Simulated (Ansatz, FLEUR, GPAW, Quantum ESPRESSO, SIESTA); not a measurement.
One structure in several programs: MnCuO2 (C2/m, 4 atoms in the cell)

Self-consistent single point.

```yaml
crystal:
  lattice:
    - [2.78762, -1.44639, 0.00000]
    - [2.78762, 1.44639, 0.00000]
    - [-1.41823, 0.00000, 5.70080]
  atoms:
    - { symbol: Mn, position: [0.00000, 0.00000, 0.00000], spin: 4.0 }
    - { symbol: Cu, position: [0.50000, 0.50000, 0.50000] }
    - { symbol: O, position: [0.59504, 0.59504, 0.82003] }
    - { symbol: O, position: [0.40496, 0.40496, 0.17997] }
```
(The spins are starting values, not results.)

Shared settings, as Ansatz (a first-principles code) writes them: kpoints.mp_grid.grid = 7 7 3; scf.occupations.method = gaussian; scf.occupations.width = 0.136 eV. Potentials and cutoffs stand in the table.

```csv
code,model,pressure (GPa),largest force (eV/Å),size of the net moment (μB/atom),cutoff
GPAW,"LDA (Perdew-Wang 92), GPAW PAW datasets LDA (gpaw-data 1.0.1)",–,0.213,0.99,900 eV
Quantum ESPRESSO,"LDA (PZ), GBRV 1.5 ultrasoft (LDA) pseudopotentials",-9.01,0.141,0.99,50 Ry
FLEUR,"LDA (Perdew-Zunger), all-electron FLAPW (FLEUR), scalar-relativistic valence",–,0.293,0.98,Kmax 4.7 1/bohr
Ansatz,"LDA (PW92), PAW files made with PBE",-9.80,0.146,0.99,default
SIESTA,"LDA PW92, numerical atomic orbitals DZP, PseudoDojo LDA standard norm-conserving potentials (rewritten from UPF to PSML)",-7.36,0.250,0.99,grid 350 Ry
```

A dash marks a value that a program does not give, or that is left out as unsure.

On Ansatz's run: with one magnetic atom in the cell only a parallel order is possible.

The spread over the programs that give each value: pressure within 2.44 GPa; largest force within 0.152 eV/Å; size of the net moment within 0.01 μB/atom.

SIESTA uses small atom-centred bases, whose incompleteness enters pressures, forces and empty levels differently from a plane-wave cutoff. FLEUR treats all electrons, but the usual bases taken here (sphere radii, linearisation, local orbitals, empty states) were not tested for convergence, so the values are no reference for the others. Ansatz's pressure is given at a fixed set of plane waves, as the other plane-wave codes print theirs; with its correction for the finite basis it is -9.19 GPa (the shift of 0.61 GPa shows how far the cutoff is from converged). The pressure of GPAW is left out: its cutoff lies under the one at which its stress was checked. The same LDA comes in different parametrisations, which differ slightly. In the pressure, SIESTA (by 2.05) lies more than 1 GPa from the median of the plane-wave programs. In the force vectors, GPAW (by 0.087), FLEUR (by 0.148) and SIESTA (by 0.260) lie more than 0.08 eV/Å from the median of the plane-wave programs.

The shared mesh is coarse (it stands for a supercell whose shortest vector is 18 Å), so the values are not converged in it.

The starting cell comes from a database of computed structures (which also holds hypothetical and non-ambient phases and stackings), without a prior relaxation at this level.

Keys are those of Ansatz 0.2.
